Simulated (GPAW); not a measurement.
Band structure of HfIr3 (Pm-3m, 4 atoms in the cell).

```
HfIr3
1.0
    3.87090     0.00000     0.00000
    0.00000     3.87090     0.00000
    0.00000     0.00000     3.87090
Hf Ir
1 3
Direct
  0.00000   0.00000   0.00000
  0.00000   0.50000   0.50000
  0.50000   0.00000   0.50000
  0.50000   0.50000   0.00000
```

Level of theory: PBEsol, GPAW PAW datasets PBEsol (made by gpaw-setup) (plane waves; GPAW).

Settings: mode = pw; ecut = 600 eV; xc = PBEsol; kpts = 7 7 7; mesh shift (steps) = 0 0 0; occupations.name = methfessel-paxton; occupations.width = 0.2 eV; occupations.order = 0; nbands = -10; convergence.forces = 0.001 eV/Å; symmetry.symmorphic = false; symmetry.tolerance = 0.0005; maxiter = 100; bandpath_npoints = 40.

The starting cell comes from a database of computed structures (which also holds hypothetical and non-ambient phases and stackings), without a prior relaxation at this level. Its lattice was rescaled by a random factor within 2.5 % of one. Spin-orbit coupling is off. Spin polarisation is off.

Levels in eV from the Fermi level, bands 25 to 32:
```tsv
point	25	26	27	28	29	30	31	32
Γ	0.02	1.42	2.05	2.05	2.05	3.04	3.04	3.04
X	-1.83	-1.27	-1.14	-1.14	0.39	2.04	2.04	2.06
M	-1.86	-1.80	-1.71	-1.71	-0.74	-0.74	2.99	2.99
R	-1.77	-0.24	0.90	0.90	0.90	1.47	1.47	1.47
```

Bands cross the Fermi level along this path, so the cell is metallic at this level.
